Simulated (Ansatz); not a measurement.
**Effect of uniaxial strain ε_zz = −1.95 % on P**

Consider P in the black-P type structure (space group Cmce, No. 64; a = 3.302 Å, b = 10.691 Å, c = 4.467 Å; layered, stacked along the Cartesian y axis). Axes: x, y, z lie along a, b, c of the conventional cell.

It is then changed as follows: the cell is compressed by 1.95 % along z with no lateral relaxation; the atoms relax in the strained cell.

The values are results of r2SCAN+rVV10 (Ansatz, an electronic-structure program), no spin-orbit coupling, earlier PAW set, not measurements. k-mesh 10×10×8 (Γ-centred); smearing 0.05 eV (Fermi–Dirac).

| quantity | base | changed | shift |
|---|---|---|---|
| volume per atom | 19.71 Å³ | 19.33 Å³ | -0.38 Å³ |
| shortest interatomic distance | 2.213 Å | 2.211 Å | -0.002 Å |
| energy relative to the base (free energy F) | 0 meV/atom | +1.4 meV/atom | +1.4 meV/atom |
| band gap | zero | zero | – |
| largest internal atomic displacement | – | 0.014 Å | – |
| stress (xx, yy, zz, yz, xz, xy; compression positive) (rough) | – | (0.9, -0.1, 1.2, 0.0, 0.0, 0.0) GPa | – |

Cost of the whole job for the changed cell (relaxation, final SCF and bands): around 70 core-seconds (rough).

Without a gap, meshes like the base's 10×10×8 leave anisotropic stresses uncertain by several tenths of a GPa, and small strain energies with them. No phonon test of stability was made. Gaps under 0.05 eV, about the width of the smearing, are given as zero. A zero or small gap of P can be the functional's error rather than a property of the material.
